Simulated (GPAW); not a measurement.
# Input and output of a self-consistent single point for a sheet of PtSe2 (3 atoms in the cell) (GPAW)

Computed with PBE, GPAW PAW datasets PBE (gpaw-data 1.0.1) (plane waves; GPAW).

The input file:

```python
from ase import Atoms
from ase.units import GPa
from gpaw import GPAW

atoms = Atoms(['Pt', 'Se', 'Se'],
              cell=[[3.619256, 0.000000, 0.000000],
                    [-1.809628, 3.134368, 0.000000],
                    [0.000000, 0.000000, 16.982038]],
              scaled_positions=[[0.000000, 0.000000, 0.500000],
                                [0.333333, 0.666667, 0.587800],
                                [0.666667, 0.333333, 0.412200]],
              pbc=True)

calc = GPAW(mode={'name': 'pw', 'ecut': 550},
            xc='PBE',
            kpts=(9, 9, 1),
            occupations={'name': 'methfessel-paxton', 'width': 0.136, 'order': 0},
            nbands=-9,
            convergence={'density': 1e-05, 'energy': 1e-05},
            symmetry={'symmorphic': False, 'tolerance': 0.0005},
            maxiter=100)

atoms.calc = calc

energy = atoms.get_potential_energy()
print('Energy (eV):', round(energy, 6))
forces = atoms.get_forces()
print('Forces (eV/Ang):')
print(forces.round(5))
stress = atoms.get_stress()
print('Stress (GPa, Voigt):', (stress / GPa).round(4))
```

Log, with long lists cut:

```
Input parameters:
  convergence: {density: 1e-05,
                energy: 1e-05}
  kpts: [9 9 1]
  maxiter: 100
  mode: {ecut: 550,
         name: pw}
  nbands: -9
  occupations: {name: methfessel-paxton,
                order: 0,
                width: 0.136}
  symmetry: {symmorphic: False,
             tolerance: 0.0005}
  xc: PBE

species:
  Pt:
    name: Platinum
    Z: 78.0
    valence: 16
    core: 62
    charge: 0.0
    file: Pt.PBE.gz

    # Using partial waves for Pt as LCAO basis

  Se:
    name: Selenium
    Z: 34.0
    valence: 6
    core: 28
    charge: 0.0
    file: Se.PBE.gz

    # Using partial waves for Se as LCAO basis

Reference energy: -632582.427029  # eV

Spin-paired calculation

Convergence criteria:
 Maximum [total energy] change in last 3 cyles: 1e-05 eV / valence electron
 Maximum integral of absolute [dens]ity change: 1e-05 electrons / valence electron
 Maximum integral of absolute [eigenst]ate change: 4e-08 eV^2 / valence electron
 Maximum number of scf [iter]ations: 100

Symmetries present (total): 12
Symmetries with fractional translations: 0
81 k-points: 9 x 9 x 1 Monkhorst-Pack grid
12 k-points in the irreducible part of the Brillouin zone
       k-points in crystal coordinates                weights
   0:     0.00000000    0.00000000    0.00000000          1/81
   1:     0.11111111    0.00000000    0.00000000          6/81
   2:     0.22222222   -0.11111111    0.00000000          6/81
   [... 7 lines left out ...]
          ...
  11:     0.44444444    0.44444444    0.00000000          6/81

Wave functions: Plane wave expansion
  Cutoff energy: 550.000 eV
  Number of coefficients (min, max): 5585, 5664
  Pulay-stress correction: 0.000000 eV/Ang^3 (de/decut=0.000000)

Occupation numbers: Methfessel-Paxton:
  width: 0.1360  # eV
  order: 0

Eigensolver

Densities:
  Coarse grid: 20*20*96 grid
  Fine grid: 40*40*192 grid
  Total Charge: 0.000000

Density mixing:
  Method: separate
  Backend: pulay
  Linear mixing parameter: 0.05
  old densities: 5
  Damping of long wavelength oscillations: 50

Hamiltonian:
  XC and Coulomb potentials evaluated on a 40*40*192 grid
  External potential:
    NoExternalPotential

XC parameters: PBE with 2 nearest neighbor stencil

Number of atoms: 3
Number of atomic orbitals: 20
Number of bands in calculation: 23
Number of valence electrons: 28
Bands to converge: occupied

Density initialized from atomic densities
  20 bands from LCAO basis set
  3 bands from random numbers

Atomic positions and initial magnetic moments

Positions:
   0 Pt     0.000000    0.000000    8.491019    ( 0.0000,  0.0000,  0.0000)
   1 Se    -0.000002    2.089580    9.982042    ( 0.0000,  0.0000,  0.0000)
   2 Se     1.809630    1.044788    6.999996    ( 0.0000,  0.0000,  0.0000)

Unit cell:
           periodic     x           y           z      points  spacing
  1. axis:    yes    3.619256    0.000000    0.000000    20     0.1567
  2. axis:    yes   -1.809628    3.134368    0.000000    20     0.1567
  3. axis:    yes    0.000000    0.000000   16.982038    96     0.1769

  Lengths:   3.619256   3.619256  16.982038
  Angles:   90.000000  90.000000 119.999997

Effective grid spacing dv^(1/3) = 0.1712

     iter     time        total  log10-change:
                         energy   eigst   dens
iter:   1 --:--:--   -15.245244
iter:   2 --:--:--   -14.937492   -1.38  -1.29
iter:   3 --:--:--   -14.480680   -1.50  -1.33
iter:   4 --:--:--   -14.402755   -2.15  -1.44
iter:   5 --:--:--   -14.410433   -2.08  -1.60
iter:   6 --:--:--   -14.374418   -2.56  -1.91
iter:   7 --:--:--   -14.364167   -3.02  -2.37
iter:   8 --:--:--   -14.364511   -3.67  -2.72
iter:   9 --:--:--   -14.362583   -3.34  -2.67
iter:  10 --:--:--   -14.362437   -4.04  -3.02
iter:  11 --:--:--   -14.362414c  -4.50  -3.38
iter:  12 --:--:--   -14.362420c  -4.85  -3.41
iter:  13 --:--:--   -14.362417c  -5.19  -3.41
iter:  14 --:--:--   -14.362421c  -5.50  -3.43
iter:  15 --:--:--   -14.362433c  -5.70  -3.42
iter:  16 --:--:--   -14.362400c  -5.40  -3.43
iter:  17 --:--:--   -14.362403c  -5.75  -3.80
iter:  18 --:--:--   -14.362403c  -6.19  -4.04
iter:  19 --:--:--   -14.362402c  -6.30  -4.07
iter:  20 --:--:--   -14.362402c  -6.68  -4.50
iter:  21 --:--:--   -14.362402c  -7.01  -4.49
iter:  22 --:--:--   -14.362402c  -7.15  -4.49
iter:  23 --:--:--   -14.362402c  -7.55c -4.55
iter:  24 --:--:--   -14.362402c  -7.64c -4.62
iter:  25 --:--:--   -14.362402c  -8.08c -4.77
iter:  26 --:--:--   -14.362402c  -8.31c -4.80
iter:  27 --:--:--   -14.362402c  -8.69c -5.21c

Converged after 27 iterations.

Dipole moment: (-0.000000, 0.000000, -0.000000) |e|*Ang

Energy contributions relative to reference atoms: (reference = -632582.427029)

Kinetic:         -5.572376
Potential:       +1.693964
External:        +0.000000
XC:              -9.977058
Entropy (-ST):   -0.000002
Local:           -0.506931
SIC:             +0.000000
--------------------------
Free energy:    -14.362403
Extrapolated:   -14.362402

Showing only first 2 kpts
 Kpt  Band  Eigenvalues  Occupancy
  0    12     -1.18955    1.99997
  0    13     -1.18954    1.99997
  0    14      1.19406    0.00000
  0    15      1.19407    0.00000

  1    12     -1.48450    2.00000
  1    13     -1.19617    1.99998
  1    14      0.44786    0.00000
  1    15      1.03285    0.00000

Fermi level: -0.78453

Gap: 0.809 eV
Transition (v -> c):
  (s=0, k=0, n=13, [0.00, 0.00, 0.00]) -> (s=0, k=7, n=14, [0.44, -0.22, 0.00])
Direct/indirect transitions are different
Direct gap: 1.095 eV
Transition at: (s=0, k=3, n=13, [0.22, 0.00, 0.00])
Energy (eV): -14.362402

Forces in eV/Ang:
  0 Pt   -0.00000    0.00000    0.00000
  1 Se    0.00000    0.00000   -1.13824
  2 Se   -0.00000    0.00000    1.13824

Stress tensor:
     0.000155     0.000000     0.000000
     0.000000     0.000155     0.000000
     0.000000     0.000000     0.017687
Stress (GPa, Voigt): [0.0248 0.0248 2.8337 0.     0.     0.    ]
```

The run converged in 27 iterations. GPAW prints stress with tension positive.

The starting cell was generated: these elements placed on a structure prototype, without a prior relaxation; it need not be a known phase or ordering of this composition. Its lattice was rescaled in the plane by a random factor within 2.5 % of one. Spin-orbit coupling is off. Spin polarisation is off. Forces in this geometry exceed 1 eV/Å. The log's line on a gap gives a spacing of levels on this mesh, which the program prints for metals too.
